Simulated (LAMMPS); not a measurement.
MD from the melt across the composition of Cu (fcc) with a share x of Cu sites Au; each row has its own temperature.

Computed with classical MD, pair style eam, the elements' _u3.eam files (universal-3 set of Foiles, Baskes and Daw); code LAMMPS.

| x | volume | state | enthalpy | self-diffusion coefficient of Au (not corrected for cell size) | T (K) |
|---|---|---|---|---|---|
| 0.25 | 15.4089 ± 0.0004 Å³/atom | liquid | -3.0252 ± 0.0001 eV/atom | (7.5 ± 0.2) × 10^-5 cm²/s | 1890 |
| 0.5 | 16.737 ± 0.003 Å³/atom | liquid | -3.1465 ± 0.0003 eV/atom | (6.97 ± 0.10) × 10^-5 cm²/s | 1890 |
| 0.75 | 18.118 ± 0.003 Å³/atom | liquid | -3.2258 ± 0.0004 eV/atom | (6.56 ± 0.09) × 10^-5 cm²/s | 1880 |

Caution: a run this short can hold a crystal over, or a liquid under, the potential's own melting point, which these runs don't give.

States go by the mean squared displacement: a species diffuses where it passes 1.5 Å², still rises and gives D over 1e-6 cm²/s; a crystal has left its structure where atoms lie 0.35 Å off their sites on average or a cubic box changes its shape by 3 %, or the axial ratios of another lie 8 % off the starting cell's, which the potential's own relaxation can also do.

Errors of D are the spread over four groups of atoms in one short run; a floor of about 5 %, a picked value, is safer.

Errors shown are sampling errors alone.
